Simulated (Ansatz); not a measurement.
Worked example: self-consistent single point of MgTe (F-43m, 2 atoms in the cell) in Ansatz (an electronic-structure program).

Method of the run: LDA (PW92), harder PAW files (source: ansatz) made with PBE (plane waves; Ansatz).

```
CELL_PARAMETERS angstrom
      0.00000     3.22605     3.22605
      3.22605     0.00000     3.22605
      3.22605     3.22605     0.00000
ATOMIC_POSITIONS crystal
  Mg 0.00000 0.00000 0.00000
  Te 0.25000 0.25000 0.25000
```

Reference input (self-consistent single point, DFT, LDA (PW92), plane waves, default PAW files made with PBE): basis.ecutwfc = 30.9 Ry; kpoints.mp_grid.grid = 7 7 7; hamiltonian.xc = lda; hamiltonian.pseudopotentials = {kind: paw} (the program's default PAW files); scf.occupations.method = fermi_dirac; scf.occupations.width = 0.0037 Ry. This run's input differs from it in these lines:

Ansatz 0.2 input:
```diff
@@ -9,3 +9,3 @@
 basis:
-  ecutwfc: 30.9 Ry
+  ecutwfc: 40.1 Ry
 kpoints:
@@ -14,3 +14,3 @@
   xc: lda
-  pseudopotentials: { kind: paw }
+  pseudopotentials: { kind: paw, source: ansatz }
 scf:
```

Log, with long lists cut:

```
SCF iter   1: F=—  HF=-8732.949321 eV  |F-HF|=—  |Δ(HF+E_count)|=         —  Δρ=2.95e-2  dr2=4.29e-1  ethr=3.10e-3  ⟨swp⟩=6.3  Hψ=1882  notcnv=0
all-band conjugate gradients solve this SCF's bands
preconditioner: auto → none
SCF iter   2: F=—  HF=-8732.797257 eV  |F-HF|=—  |Δ(HF+E_count)|=   1.52e-1  Δρ=1.03e-2  dr2=5.97e-2  ethr=1.65e-3  ⟨swp⟩=3.0  Hψ=867  notcnv=0
SCF iter   3: F=—  HF=-8732.785078 eV  |F-HF|=—  |Δ(HF+E_count)|=   1.22e-2  Δρ=2.57e-3  dr2=3.94e-3  ethr=2.30e-4  ⟨swp⟩=2.1  Hψ=478  notcnv=0
SCF iter   4: F=—  HF=-8732.784173 eV  |F-HF|=—  |Δ(HF+E_count)|=   9.04e-4  Δρ=4.96e-4  dr2=1.63e-4  ethr=1.51e-5  ⟨swp⟩=2.1  Hψ=505  notcnv=0
SCF iter   5: F=—  HF=-8732.784140 eV  |F-HF|=—  |Δ(HF+E_count)|=   3.31e-5  Δρ=9.03e-5  dr2=4.41e-6  ethr=6.26e-7  ⟨swp⟩=2.0  Hψ=515  notcnv=0
SCF iter   6: F=—  HF=-8732.784149 eV  |F-HF|=—  |Δ(HF+E_count)|=   8.65e-6  Δρ=1.08e-5  dr2=4.35e-8  ethr=3.85e-10  ⟨swp⟩=7.2  Hψ=2312  notcnv=0
SCF iter   7: F=-8732.784149 eV  HF=-8732.784149 eV  |F-HF|=1.09e-9  |Δ(HF+E_count)|=   5.11e-9  Δρ=2.85e-6  dr2=2.24e-9  ethr=1.67e-10  ⟨swp⟩=3.0  Hψ=1230  notcnv=0
SCF 1 converged in 7 iterations: F = -8732.784149 eV  dr2 = 2.24e-9
Free energy (F): -8732.784149 eV
Internal energy: -8732.784149 eV  (E = F + TS)
E sigma→0 (E₀):  -8732.784149 eV
Fermi energy:    5.586641 eV
--- Forces (eV/Å), atoms counted from 1 ---
  atom   1  Mg     0.00000000    -0.00000000    -0.00000000
  atom   2  Te    -0.00000000     0.00000000     0.00000000
--- Stress (GPa, compression-positive) ---
       -1.381515       0.000000      -0.000000
        0.000000      -1.381515       0.000000
       -0.000000       0.000000      -1.381515
  P = ⅓ Tr σ = -1.3815 GPa (-13.815 kbar)
  The stress holds the Pulay correction. Without it, at fixed plane waves, as pw.x and ABINIT print it: P = -2.0618 GPa
```

The run converged in 7 iterations. Against the reference run the pressure hardly changes (-1.39 to -1.38 GPa) and the gap on the mesh hardly changes (2.207 to 2.208 eV).

The starting cell has typed, rounded lattice constants, without a prior relaxation at this level. Its lattice was rescaled by up to half a per cent. Spin-orbit coupling is off. Ansatz's pressure includes its estimate of the finite-basis (Pulay) stress. Without the estimate this run gives -2.06 GPa. The cutoff lies below the one recommended for these files.
